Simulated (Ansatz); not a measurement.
Functionals compared on the (22-43) surface of hcp Cd in its 1x1 cell, outermost plane spacing 0.35 Å in the ideal cut, in Ansatz (plane waves, PAW). The structure was relaxed with PBE; the other rows are single points on it. Cutoff 420 eV (500 eV for r2SCAN).

Set-up: 29 atoms, 9.9 Å thick at the start (thin: gaps and levels are the slab's own); mesh 8x3x1; 0.1 eV smearing; dipole correction on; all atoms relaxed; no symmetry held; no spin, no spin-orbit, no U. These notes are the PBE run's.

| functional | work function of the top face (eV) | rough cost of the single point |
|---|---|---|
| PBE | 4.04 | – |
| LDA | 4.37 | around 9 core-minutes (rough) |
| PBEsol | 4.14 | very roughly 10 core-minutes |
| RPBE | 3.88 | roughly 10 core-minutes |
| r2SCAN | ? | about 15 core-minutes (a rough figure) |

Problem. Some entries are withheld; supply them.

Solution. 
- r2SCAN, work function of the top face (eV): 4.11

Ansatz is a first-principles code.
